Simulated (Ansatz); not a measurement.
Take InP in the zinc blende structure (space group F-43m, No. 216; a = 5.907 Å) as the base. Axes: x, y, z lie along the cube axes.

The values are results of r2SCAN (Ansatz, a quantum-chemistry and plane-wave program, PAW, without spin-orbit coupling), not measurements.

For the base:

- Valley order = Γ 1.03 eV; L along ⟨111⟩ 1.80 eV; X along ⟨100⟩ 2.04 eV
- Shortest interatomic distance = 255.8 pm

The change: tensor shear ε_xy = +1.71 % (engineering shear γ = 0.0342); the atoms relax in the strained cell.

**Question.** Estimate the effect on the valley order, stress and shortest interatomic distance.

**Answer.** The valley order (the lowest conduction-band minima on the path, energy above the VBM, named in the base's zone) becomes Γ 0.89 eV; L along [1-1-1] 1.53 eV; X along [001] 1.80 eV; L along [111] 1.83 eV (base: Γ 1.03 eV; L along ⟨111⟩ 1.80 eV; X along ⟨100⟩ 2.04 eV); the stress (xx, yy, zz, yz, xz, xy; compression positive) is (0.02, 0.02, -0.02, 0.00, 0.00, -1.57) GPa; the shortest interatomic distance shrinks by 0.94 pm (255.8 pm → 254.8 pm).

The levels and masses belong to the bands next to the band gap. No phonon test of stability was made.
